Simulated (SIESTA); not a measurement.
Input and output of a self-consistent single point for LiPd7 (Fm-3m, 8 atoms in the cell) (SIESTA).

Method: LDA PW92, numerical atomic orbitals DZP, PseudoDojo LDA standard norm-conserving potentials (rewritten from UPF to PSML) (SIESTA).

```
LiPd7
1.0
    0.00000     3.88572     3.88572
    3.88572     0.00000     3.88572
    3.88572     3.88572     0.00000
Li Pd
1 7
Direct
  0.00000   0.00000   0.00000
  0.50000   0.50000   0.50000
  0.00000   0.00000   0.50000
  0.50000   0.50000   0.00000
  0.50000   0.00000   0.00000
  0.00000   0.50000   0.50000
  0.00000   0.50000   0.00000
  0.50000   0.00000   0.50000
```
Moments meant for the start (each program seeds them in its own way; μB, in the order of the atoms Li Pd Pd Pd Pd Pd Pd Pd): 0.0 1.0 1.0 1.0 1.0 1.0 1.0 1.0.

Reference input (self-consistent single point, DFT, GGA PBEsol, numerical atomic orbitals DZP, PseudoDojo PBEsol standard norm-conserving potentials (rewritten from UPF to PSML)): XC.functional = GGA; XC.authors = PBEsol; potentials = PseudoDojo PBEsol standard; PAO.BasisSize = DZP; PAO.EnergyShift = 0.005 Ry; MeshCutoff = 300 Ry; kgrid.MonkhorstPack = 5 5 5; OccupationFunction = FD; ElectronicTemperature = 0.136 eV; Spin = polarized; DM.InitSpin = [1 +0.00, 2 +1.00, 3 +1.00, 4 +1.00, 5 +1.00, 6 +1.00, 7 +1.00, 8 +1.00]; PAO.Polarization.NonPerturbative = true. This run's input differs from it in these lines:

```diff
@@ -1,2 +1,2 @@
-# files in the folder: Li.psml Pd.psml (PseudoDojo PBEsol standard)
+# files in the folder: Li.psml Pd.psml (PseudoDojo LDA standard)
 SystemName  LiPd7
@@ -28,4 +28,4 @@
 
-XC.functional                GGA
-XC.authors                   PBEsol
+XC.functional                LDA
+XC.authors                   PW92
 PAO.BasisSize                DZP
```

Output (repeated stretches shortened):

```
        iscf     Eharris(eV)        E_KS(eV)     FreeEng(eV)     dDmax    Ef(eV) dHmax(eV)
   scf:    1   -25837.286839   -25896.219975   -25896.726878  0.352815 -6.970969  5.574303
     spin moment: {S} , |S| = {        0.0        0.0    1.91894 }     1.91894
   scf:    2   -25897.200276   -25897.075737   -25897.588404  0.025776 -7.043730  1.164787
     spin moment: {S} , |S| = {        0.0        0.0    1.81836 }     1.81836
   scf:    3   -25897.200448   -25897.140296   -25897.653053  0.007508 -7.086549  0.883997
     spin moment: {S} , |S| = {        0.0        0.0    1.70206 }     1.70206
   [... lines left out ...]
     spin moment: {S} , |S| = {        0.0        0.0    0.00169 }     0.00169
   scf:   12   -25897.299537   -25897.299552   -25897.826492  0.000141 -7.229713  0.000764
     spin moment: {S} , |S| = {        0.0        0.0   -0.00118 }    -0.00118
   scf:   13   -25897.299544   -25897.299548   -25897.826492  0.000026 -7.229685  0.000374
     spin moment: {S} , |S| = {        0.0        0.0   -0.00028 }    -0.00028
   scf:   14   -25897.299548   -25897.299548   -25897.826492  0.000002 -7.229689  0.000310
     spin moment: {S} , |S| = {        0.0        0.0   -0.00031 }    -0.00031
SCF Convergence by DM+H criterion
max |DM_out - DM_in|         :     0.0000024890
max |H_out - H_in|      (eV) :     0.0003097961
SCF cycle converged after 14 iterations

Using DM_out to compute the final energy and forces

siesta: E_KS(eV) =           -25897.2995

siesta: E_KS - E_eggbox =    -25897.2995

siesta: Atomic forces (eV/Ang):
     1   -0.000000   -0.000000   -0.000000
     2    0.000000    0.000000    0.000000
     3   -0.000000   -0.000000   -0.000000
     4   -0.000000   -0.000000   -0.000000
     5   -0.000000   -0.000000   -0.000000
     6   -0.000000   -0.000000   -0.000000
     7   -0.000000   -0.000000   -0.000000
     8   -0.000000   -0.000000   -0.000000
   Tot   -0.000001   -0.000001   -0.000001
   Max    0.000000
   Res    0.000000    sqrt( Sum f_i^2 / 3N )
   Max    0.000000    constrained

   [... lines left out ...]
siesta: FreeEng =    -25897.826492
siesta: Cell volume =        117.339573 Ang**3
siesta:         -85.05340867        -85.05341514  kBar
   [... lines left out ...]
     1    -0.025728    3.025728   -0.000041  Li
     2    -0.170022   18.170022   -0.000020  Pd
     3     0.032625   17.967375   -0.000042  Pd
     4     0.032625   17.967375   -0.000042  Pd
     5     0.032625   17.967375   -0.000042  Pd
     6     0.032625   17.967375   -0.000042  Pd
     7     0.032625   17.967375   -0.000042  Pd
     8     0.032625   17.967375   -0.000042  Pd
 Total    -0.000000               -0.000314
```

The run converged in 14 iterations. Against the reference run the pressure goes from -3.48 to -8.51 GPa.

The starting cell comes from a database of computed structures (which also holds hypothetical and non-ambient phases and stackings), without a prior relaxation at this level. The starting moments vanished: the run ended non-magnetic. Values carry the incompleteness of an atom-centred basis. With a pressure of about -9 GPa the cell is away from its equilibrium volume at this level.

Cost on one core of a shared machine: roughly 3 min.
